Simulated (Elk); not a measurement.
Band structure of Rh (Fm-3m, 1 atom in the cell).

```xyz
1
Lattice="0.0000 1.8840 1.8840 1.8840 0.0000 1.8840 1.8840 1.8840 0.0000" Properties=species:S:1:pos:R:3 pbc="T T T"
Rh     0.0000     0.0000     0.0000
```

Method of the run: PBE, all-electron FP-LAPW, Elk's shipped species files, default APW+lo basis run with Elk 10.2.4.

Settings: xctype = 20; stype = 0; swidth = 0.00367493 Ha; ngridk = 15 15 15; rmtscf = 0.91; maxscl = 100.

The starting cell comes from a database of computed structures (which also holds hypothetical and non-ambient phases and stackings), without a prior relaxation at this level. Its lattice was rescaled by a random factor within 2.5 % of one. Spin polarisation is off. Values depend on the basis (sphere radii, cutoffs, local orbitals), which need not be converged.

Levels in eV from the Fermi level, bands 5 to 12:
```csv
point,5,6,7,8,9,10,11,12
Γ,-8.24,-3.22,-3.22,-3.22,-1.09,-1.09,17.71,23.76
X,-6.65,-6.26,0.53,1.02,1.02,3.24,12.60,13.89
W,-5.28,-3.97,-3.97,-1.27,1.05,9.87,9.87,11.72
K,-5.81,-5.01,-2.19,-0.75,0.38,8.03,8.85,12.40
L,-6.41,-3.34,-3.34,0.57,0.57,0.62,8.90,16.83
U,-5.81,-5.01,-2.19,-0.75,0.38,8.03,8.85,12.40
```

Bands cross the Fermi level along this path, so the cell is metallic at this level.
